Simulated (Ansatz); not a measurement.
Start from Zr in the hcp (Mg type) structure (space group P6_3/mmc, No. 194; relaxed with 0.1 eV smearing).

Zr is taken in the hexagonal space group P6₃/mmc (No. 194), the hcp (Mg type) structure, Pearson symbol hP2. Lattice parameters: a = 3.2304 Å, b = 3.2304 Å, c = 5.1788 Å, α = 90.00°, β = 90.00°, γ = 120.00°. Zr on 2d has 12 Zr at 3.191–3.230 Å (anticuboctahedral). (Neighbours: up to the widest gap in distance over summed covalent radii, below 1.35, at either atom.)

All numbers come from Ansatz (a program for electronic structure) PBE, no spin-orbit coupling.

Base values:

* **Pressure**: 0.0 GPa
* **Band gap**: zero

Perturbation: every lattice vector is shortened by 0.35 %; the atoms relax in the strained cell.

Problem. What does the calculation give for the energy relative to the base, pressure and band gap after the change?

Solution. The energy goes up by 0.8 meV/atom; the pressure (mean of the normal stresses, compression positive) goes from zero to 1.0 GPa; the band gap stays zero.

No phonon test of stability was made. All final runs are without spin polarisation.
